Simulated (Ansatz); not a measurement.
Take IrO2 in the rutile structure (space group P4_2/mnm, No. 136; a = 4.529 Å, c = 3.180 Å) as the base.

The values are results of Kohn–Sham DFT with the PBE functional, run in Ansatz (a quantum-chemistry and plane-wave program) with PAW and 420 eV plane waves, no spin-orbit coupling, not measurements.

Before the change:

```
Quantity                Value
-------------------  --------
Lattice parameter a  452.9 pm
c/a ratio               0.702
```

The change: a negative pressure, −2 GPa.

Question: What happens to the lattice parameter a?

Answer: The lattice parameter a rises by 1.5 pm, from 452.9 pm to 454.4 pm.

Question: What happens to the c/a ratio?

Answer: The c/a ratio is nearly the same (0.702 against 0.701).

Load acts through the strain it causes; cell and atoms are relaxed under it. No phonon test of stability was made. No Hubbard U is applied, and correlation can decide whether such a compound is a metal. All final runs are without spin polarisation.
